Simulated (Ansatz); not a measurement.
Partial pair distribution functions of a relaxed model of amorphous Ge$_{12}$Sb$_{12}$Te$_{30}$Y$_{3}$, broadened by 0.06 Å; density 6.21 g/cm³. Level of theory: PBE-D3(BJ), scalar-relativistic without spin-orbit coupling, PAW (Ansatz default set, large-core Te) (plane waves to 420 eV; Ansatz, a first-principles code).

It comes from a melt-quench run on a machine-learned potential (CHGNet), relaxed afterwards by DFT. The hot cell started wider than the set density and was brought back towards it in steps. It is the lowest in DFT energy of 3 quenches. It is a model cell: composition and starting density were chosen by hand, and all elements were melted together. The geometry includes D3(BJ) dispersion. Its density started from a set value of 5.83 and ended at 6.21 g/cm³. Cooling (nominally 63 K/ps over its main leg) ran many orders faster than in experiment, which tends to leave more defects and strain. A cell of this size samples the disorder only roughly. Volume and shape were free in the relaxation. On a 2×2×2 Γ-centred mesh force components of up to 0.15 eV/Å stay, since the relaxation ran on one k-point at (1/4, 1/4, 1/4).

```tsv
r (Å)	g Ge-Te	g Sb-Te	g Ge-Ge	g Sb-Sb
2.45	0.01	0.00	0.00	0.00
2.55	0.57	0.00	0.00	0.00
2.65	4.55	0.01	0.01	0.00
2.75	7.04	0.58	0.43	0.23
2.85	4.54	3.93	1.55	2.55
2.95	1.61	4.64	0.35	5.43
3.05	0.54	2.31	0.01	2.47
3.15	0.54	0.94	0.49	0.23
3.25	0.70	1.41	2.17	0.00
3.35	0.28	2.32	0.87	0.00
3.45	0.67	1.63	0.06	0.04
3.55	1.23	1.70	0.64	0.66
3.65	1.04	1.41	1.07	0.80
3.75	0.46	0.83	1.88	0.84
3.85	0.65	0.82	1.72	0.53
3.95	0.43	0.70	1.30	1.02
4.05	0.85	0.70	1.11	1.44
4.15	1.24	0.73	1.61	2.34
4.25	1.12	0.52	1.45	1.67
4.35	0.74	0.79	0.36	1.29
4.45	0.28	1.28	1.16	0.96
4.55	0.48	1.01	0.83	0.65
4.65	0.56	0.84	0.80	0.40
4.75	0.64	0.97	0.62	0.79
4.85	0.92	0.44	0.18	1.04
4.95	0.90	0.64	0.55	0.53
5.05	0.75	0.51	0.58	1.35
5.15	0.87	0.28	0.31	0.76
5.25	0.77	0.44	0.43	0.48
5.35	0.76	0.87	0.21	0.14
5.45	1.29	1.18	0.03	0.49
5.55	1.08	0.88	0.39	1.52
5.65	1.15	0.87	1.13	1.20
5.75	1.44	1.03	1.24	0.90
```

Within 3.08 Å each Ge has 3.17 Te neighbours on average.
